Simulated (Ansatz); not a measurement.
The starting structures come from a database of crystals and need not be the phases stable at ambient conditions.

## Evanescent states of SrLi2Ta2O7 (I4/mmm, not sure to be the ambient phase, 12 atoms a cell, 11.7 Å³ an atom) along the normal of (110)

The numbers are results of PBEsol (plane waves, PAW; Ansatz, a quantum-chemistry and plane-wave program), not measurements.

The gap is the functional's own, uncorrected, and κ follows it; spin-orbit coupling is left out. Mid-gap values are interpolated between the computed energies.

Energies count from the valence-band top; κ is the least over a 6×4 mesh across the current.

| E (eV) | κ (1/Å) | where |
|---|---|---|
| 0.06 | 0.117 | off Γ |
| 0.18 | 0.198 | off Γ |
| 0.30 | 0.231 | off Γ |
| 0.42 | 0.235 | off Γ |
| 0.54 | (withheld) | off Γ |
| 0.66 | (withheld) | Γ |
| 0.78 | (withheld) | Γ |
| 0.90 | (withheld) | Γ |
| 1.02 | (withheld) | Γ |
| 1.14 | (withheld) | Γ |
| 1.26 | (withheld) | Γ |
| 1.38 | (withheld) | Γ |
| 1.50 | (withheld) | Γ |
| 1.62 | (withheld) | Γ |
| 1.74 | 0.166 | Γ |
| 1.86 | 0.146 | Γ |
| 1.98 | 0.119 | Γ |
| 2.10 | 0.079 | Γ |

Question: Some entries are withheld; supply them.

Answer: 
- 0.54, κ (1/Å): 0.237
- 0.66, κ (1/Å): 0.237
- 0.78, κ (1/Å): 0.236
- 0.90, κ (1/Å): 0.234
- 1.02, κ (1/Å): 0.229
- 1.14, κ (1/Å): 0.224
- 1.26, κ (1/Å): 0.217
- 1.38, κ (1/Å): 0.207
- 1.50, κ (1/Å): 0.196
- 1.62, κ (1/Å): 0.183
